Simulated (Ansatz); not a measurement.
Start from TiC in the rock salt structure (space group Fm-3m, No. 225; a = 4.2934 Å; relaxed with 0.1 eV smearing). Axes: x, y, z lie along the cube axes.

Method: PBEsol (Ansatz, a program for electronic structure; PAW; 420 eV plane waves; spin-orbit coupling left out).

Perturbation: tensile biaxial strain of 2.90 % in the plane normal to [111], as in epitaxy on a mismatched substrate; the out-of-plane cell vector and the atoms relax.

Question: What happens to the out-of-plane strain?

Answer: The out-of-plane strain amounts to -1.77 %.

Question: Predict the new energy relative to the base.

Answer: The energy rises by 27 meV/atom.

Stability against distortions was not tested. The base started in Pnma and relaxed to Fm-3m at this level. All final runs are without spin polarisation.
